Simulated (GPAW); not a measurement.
Band structure of CdSe (F-43m, 2 atoms in the cell).

```yaml
crystal:
  lattice:
    - [0.00000, 3.07027, 3.07027]
    - [3.07027, 0.00000, 3.07027]
    - [3.07027, 3.07027, 0.00000]
  atoms:
    - { symbol: Cd, position: [0.00000, 0.00000, 0.00000] }
    - { symbol: Se, position: [0.75000, 0.75000, 0.75000] }
```

Level of theory: revPBE, GPAW PAW datasets revPBE (gpaw-data 1.0.1) (plane waves; GPAW 25.7.0).

Settings: mode = pw; ecut = 550 eV; xc = revPBE; kpts = 5 5 5; mesh shift (steps) = 0 0 0; occupations.name = fermi-dirac; occupations.width = 0.05 eV; nbands = -12; convergence.density = 1e-05 e/electron; convergence.bands = -10; symmetry.symmorphic = false; symmetry.tolerance = 0.0005; maxiter = 120; bandpath_npoints = 50.

The starting cell comes from a database of computed structures (which also holds hypothetical and non-ambient phases and stackings), without a prior relaxation at this level.

Task: Predict the gap along the standard path and the places of the band edges.

Result: The gap along the path is 0.67 eV, direct at Γ to within 0.01 eV.

Levels in eV from the top of the valence band on the SCF mesh, bands 6 to 13:
| point | 6 | 7 | 8 | 9 | 10 | 11 | 12 | 13 |
|---|---|---|---|---|---|---|---|---|
| Γ | -7.47 | 0.00 | 0.00 | 0.00 | 0.67 | 5.96 | 5.96 | 5.96 |
| X | -7.12 | -3.93 | -1.76 | -1.76 | 3.32 | 3.81 | 9.11 | 10.11 |
| W | -7.01 | -3.83 | -2.11 | -2.08 | 4.94 | 5.33 | 6.49 | 7.74 |
| K | -7.05 | -3.86 | -2.38 | -1.44 | 3.81 | 5.16 | 8.34 | 8.56 |
| L | -7.19 | -4.19 | -0.71 | -0.71 | 2.44 | 6.49 | 6.49 | 7.48 |
| U | -7.05 | -3.86 | -2.38 | -1.44 | 3.81 | 5.16 | 8.34 | 8.56 |
